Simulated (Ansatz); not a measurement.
Take TeO2 in the fluorite structure (space group Fm-3m, No. 225; a = 5.3238 Å; a hypothetical phase, not in the database extracts checked) as the base.

Structures relaxed with DFT with PBEsol, PAW potentials and a 420 eV plane-wave cutoff in Ansatz (a first-principles code), no SOC.

Base:

Simulated powder pattern, Cu Kα1, λ = 1.54056 Å (kinematic, ideal powder, no thermal factors, no anomalous dispersion; the 10 strongest lines at most, above 2 %, up to 2θ = 90°):

```tsv
2θ (°)	I/Imax (%)	hkl
29.03	100	(111)
33.64	27	(200)
48.31	56	(220)
57.35	43	(311)
60.16	7.6	(222)
70.73	8.2	(400)
78.20	17	(331)
80.64	11	(420)
```

Perturbation: Se takes the place of Te on all its sites; the structure is relaxed again.

After the change:

Simulated powder pattern, Cu Kα1, λ = 1.54056 Å (kinematic, ideal powder, no thermal factors, no anomalous dispersion; the 10 strongest lines at most, above 2 %, up to 2θ = 90°):

```csv
2θ (°),I/Imax (%),hkl
30.77,100,(111)
35.67,17,(200)
51.34,65,(220)
61.06,41,(311)
64.09,5.4,(222)
75.56,9.2,(400)
83.76,17,(331)
86.46,8.2,(420)
```

The indices refer to each structure's own conventional cell; one index is shown for lines that coincide.

No phonon test of stability was made. As relaxed here, SeO2 is a hypothetical phase, not in the database extracts checked.
